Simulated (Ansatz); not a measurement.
The reference is GaAs in the zinc blende structure (space group F-43m, No. 216; a = 5.659 Å).

The change: every As is replaced by P; the structure is relaxed again.

Levels (all Ansatz, a program for electronic structure, PAW): PBEsol (420 eV, spin-orbit coupling left out); r2SCAN (500 eV, no spin-orbit coupling); HSE06 (420 eV, no spin-orbit coupling).

At the geometry relaxed with PBEsol, these levels gave the following band gaps, in shuffled order: (a) 2.24 eV, (b) 1.45 eV, (c) 1.83 eV.

Task: Match each gap to its level.

Result: (a) HSE06; (b) PBEsol; (c) r2SCAN.

Single points use the geometry relaxed with PBEsol. HSE06 gaps are upper bounds (no full band path). Stability against distortions was not tested.
